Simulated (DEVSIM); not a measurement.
Structure: abrupt In0.53Ga0.47As n-p junction, at 300 K.

Layer 1 from the left is In0.53Ga0.47As, thickness (μm) 1.00, Nd (cm⁻³) 3.1e16, τn (s) 9.4e-10, τp (s) 9.4e-10. Layer 2 from the left is In0.53Ga0.47As, thickness (μm) 5.70, Na (cm⁻³) 6.3e14, τn (s) 9.4e-10, τp (s) 9.4e-10.

Left contact: ohmic. Right contact: ohmic. Voltage is applied to the left contact. Recombination: SRH at mid-gap, radiative. Mobility is constant in doping.

This is a model device: material constants are rounded textbook-type values typed into the input, and sizes, dopings and lifetimes were drawn at random. Values at 300 K.

In0.53Ga0.47As: gap (eV) 0.74, affinity (eV) 4.51, permittivity 13.9, Nc (cm⁻³) 2.1e17, Nv (cm⁻³) 7.7e18, μn (cm²/Vs) 12000, μp (cm²/Vs) 300, B (cm³/s) 9.6e-11.

Simulated with DEVSIM: 1D drift-diffusion, Boltzmann statistics, complete ionisation; no tunnelling, impact ionisation, image-force lowering or self-heating.

Problem. What does the simulation give for the potential step across the device at zero bias, the dark forward voltage at 1 A/cm², the dark forward voltage at 100 A/cm²?

Solution. potential step across the device at zero bias 0.447 V; dark forward voltage at 1 A/cm² 0.234 V; dark forward voltage at 100 A/cm² 0.471 V.
